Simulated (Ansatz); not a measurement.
**Mg: biaxial strain −1.50 %, plane normal [001], relaxed out of plane**

Base system: Mg in the hcp (Mg type) structure (space group P6_3/mmc, No. 194; a = 3.1751 Å, c = 5.1628 Å; relaxed with 0.1 eV smearing). Axes: x lies along a and z along c of the hexagonal cell.

The change: compressive biaxial strain of 1.50 % in the plane normal to [001], as in epitaxy on a mismatched substrate; the out-of-plane cell vector and the atoms relax.

Calculations: PBEsol (Ansatz, a program for electronic structure, PAW, without spin-orbit coupling). k-mesh 21×21×11 (Γ-centred); smearing 0.1 eV (Fermi–Dirac).

* **Space group**: P6_3/mmc (No. 194) (base P6_3/mmc (No. 194))
* **Shortest interatomic distance**: 3.127 Å (base 3.166 Å)
* **Pressure (mean of the normal stresses, compression positive)**: 0.9 GPa (base 0.0 GPa)
* **Band gap**: zero (base zero)
* **Out-of-plane strain**: +0.81 %
* **Mean in-plane stress (compression positive)**: +1.3 GPa

Cost of the whole job for the changed cell (relaxation, final SCF and bands): around 25 core-seconds (rough).

No phonon test of stability was made.
